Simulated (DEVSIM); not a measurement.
System: abrupt GaP n-p junction, at 300 K.

```tsv
layer (left to right)	material	thickness (μm)	Nd (cm⁻³)	Na (cm⁻³)	τn (s)	τp (s)
1	GaP	0.120	2.5e16	-	2.1e-7	2.1e-7
2	GaP	0.890	-	3.6e17	2.1e-7	2.1e-7
```

Left contact: ohmic. Right contact: ohmic. Voltage is applied to the left contact. Recombination: SRH at mid-gap, radiative, Auger. Mobility is constant in doping.

The device is made up for the run: typed textbook-type constants, with dimensions and the other settings drawn at random. Values at 300 K.

```csv
parameter,GaP
gap (eV),2.26
affinity (eV),3.8
permittivity,11.1
Nc (cm⁻³),1.8e19
Nv (cm⁻³),1.9e19
μn (cm²/Vs),250
μp (cm²/Vs),150
B (cm³/s),1e-13
Cn (cm⁶/s),1e-30
Cp (cm⁶/s),1e-30
```

Simulated with DEVSIM: 1D drift-diffusion, Boltzmann statistics, complete ionisation; no tunnelling, impact ionisation, image-force lowering or self-heating.

The thickness of layer 1 was swept, all else fixed.

```
thickness of layer 1 (μm)  dark forward voltage at 100 A/cm² (V)  dark forward voltage at 1 A/cm² (V)  largest field in the device at zero bias (V/cm)
-------------------------  -------------------------------------  -----------------------------------  -----------------------------------------------
0.024                                                      1.767                                1.635                                           360000
0.042                                                      1.783                                1.648                                           300000
0.072                                                      1.806                                1.667                                           230000
0.12                                                       1.836                                1.697                                           170000
0.2                                                        1.860                                1.729                                           130000
0.36                                                       1.880                                1.753                                           120000
0.6                                                        1.895                                1.769                                           120000
```

From the first row to the last the dark forward voltage at 100 A/cm² goes from 1.767 to 1.895. From the first row to the last the dark forward voltage at 1 A/cm² goes from 1.635 to 1.769.
